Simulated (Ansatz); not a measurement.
# PtAs2 (space group Pa-3, No. 205)

```
PtAs2
1.0
    6.05844     0.00000     0.00000
    0.00000     6.05844     0.00000
    0.00000     0.00000     6.05844
As Pt
8 4
Direct
  0.38339   0.38339   0.38339
  0.61661   0.61661   0.61661
  0.11661   0.61661   0.88339
  0.88339   0.38339   0.11661
  0.88339   0.11661   0.61661
  0.11661   0.88339   0.38339
  0.61661   0.88339   0.11661
  0.38339   0.11661   0.88339
  0.00000   0.00000   0.00000
  0.50000   0.00000   0.50000
  0.50000   0.50000   0.00000
  0.00000   0.50000   0.50000
```

Calculations: PBE, PAW, 420 eV (Ansatz, an electronic-structure program; no SOC). k-mesh 5×5×5 (Γ-centred); smearing 0.05 eV (Fermi–Dirac).

```json
{
 "volume_per_atom": "18.53 Å³",
 "density": "10.30 g/cm³",
 "band_gap": "0.11 eV (uncertain: the edges found on the path are not clean extrema)",
 "total_energy": "-7412.278 eV/atom (σ→0; compares only within this code and set-up)"
}
```

With Pt present, leaving out spin-orbit coupling can change the band edges. Stability against distortions was not tested. The zero or small gap of PtAs2 can change with the level of theory.
